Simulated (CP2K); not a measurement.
A self-consistent single point of NiAl (Pm-3m, 2 atoms in the cell) with CP2K.

Computed with LDA (Pade form), GPW, DZVP-MOLOPT-SR-GTH basis, GTH-PADE potentials (GTH_POTENTIALS) (CP2K 2026.2).

```
CELL_PARAMETERS angstrom
      2.89000     0.00000     0.00000
      0.00000     2.89000     0.00000
      0.00000     0.00000     2.89000
ATOMIC_POSITIONS crystal
  Al 0.50000 0.50000 0.50000
  Ni 0.00000 0.00000 0.00000
```

Reference input (self-consistent single point, DFT PBE, GPW, DZVP-MOLOPT-SR-GTH basis, GTH-PBE potentials (GTH_POTENTIALS)): CUTOFF = 600 Ry; REL_CUTOFF = 50 Ry; SMEAR/METHOD = GAUSSIAN; SIGMA = 0.136 eV; KPOINTS/SCHEME = MONKHORST-PACK 9 9 9; XC_FUNCTIONAL = PBE; Al/BASIS_SET = DZVP-MOLOPT-SR-GTH-q3; Al/POTENTIAL = GTH-PBE-q3; Ni/BASIS_SET = DZVP-MOLOPT-SR-GTH-q18; Ni/POTENTIAL = GTH-PBE-q18; METHOD = GPW; EPS_DEFAULT = 1e-10. This run's input differs from it in these lines:

```diff
@@ -43,3 +43,3 @@
     &XC
-      &XC_FUNCTIONAL PBE
+      &XC_FUNCTIONAL PADE
       &END XC_FUNCTIONAL
@@ -75,3 +75,3 @@
       BASIS_SET DZVP-MOLOPT-SR-GTH-q3
-      POTENTIAL GTH-PBE-q3
+      POTENTIAL GTH-PADE-q3
     &END KIND
@@ -79,3 +79,3 @@
       BASIS_SET DZVP-MOLOPT-SR-GTH-q18
-      POTENTIAL GTH-PBE-q18
+      POTENTIAL GTH-PADE-q18
     &END KIND
```

Output, abridged:

```
 SCF WAVEFUNCTION OPTIMIZATION

  Step     Update method      Time    Convergence         Total energy    Change
     1 NoMix/Diag. 0.20E+00      -     1.61926603      -171.8900620764 -1.72E+02
     2 Broy./Diag. 0.20E+00      -     0.11442768      -167.5413995466  4.35E+00
     3 Broy./Diag. 0.20E+00      -     0.04437190      -170.4897998484 -2.95E+00
     4 Broy./Diag. 0.20E+00      -     0.04635074      -171.4593279041 -9.70E-01
     5 Broy./Diag. 0.20E+00      -     0.02039760      -170.9624223417  4.97E-01
     6 Broy./Diag. 0.20E+00      -     0.00615808      -171.4624007393 -5.00E-01
   [... 4 lines left out ...]
    11 Broy./Diag. 0.20E+00      -     0.00002243      -171.3771519521  1.93E-03
    12 Broy./Diag. 0.20E+00      -     0.00000617      -171.3773490332 -1.97E-04
    13 Broy./Diag. 0.20E+00      -     0.00000411      -171.3771881214  1.61E-04
    14 Broy./Diag. 0.20E+00      -     0.00000032      -171.3772023980 -1.43E-05
  *** SCF run converged in    14 steps ***

  Overlap energy of the core charge distribution:               0.00000000000001
  Self energy of the core charge distribution:               -266.78107450615340
  Core Hamiltonian energy:                                     74.39381788180589
  Hartree energy:                                              38.55854834363941
  Exchange-correlation energy:                                -17.54821185146529
  Smearing free energy correction:                             -0.00028226569164
  Fermi energy:                                                 0.38448801941401

  Total energy:                                              -171.37720239801035
  Total energy (extrapolated to sigma->0):                   -171.37706126516454

                     Mulliken Population Analysis

   [... lines left out ...]

 STRESS| Analytical stress tensor [bar]
 STRESS|                        x                   y                   z
 STRESS|      x       -1.16063658003E+05   1.23939460343E-02   1.23939425683E-02
 STRESS|      y        1.23939460343E-02  -1.16063658003E+05   1.23939420119E-02
 STRESS|      z        1.23939425683E-02   1.23939420119E-02  -1.16063400191E+05
 STRESS| 1/3 Trace                                            -1.16063572066E+05
```

The run converged in 14 iterations. Against the reference run the pressure goes from 0.55 to -11.61 GPa.

The starting cell has typed, rounded lattice constants, without a prior relaxation at this level. Spin polarisation is off. Values carry the incompleteness of an atom-centred basis. With a pressure of about -12 GPa the cell is away from its equilibrium volume at this level.

Cost on one core of a shared machine: roughly 2 min.
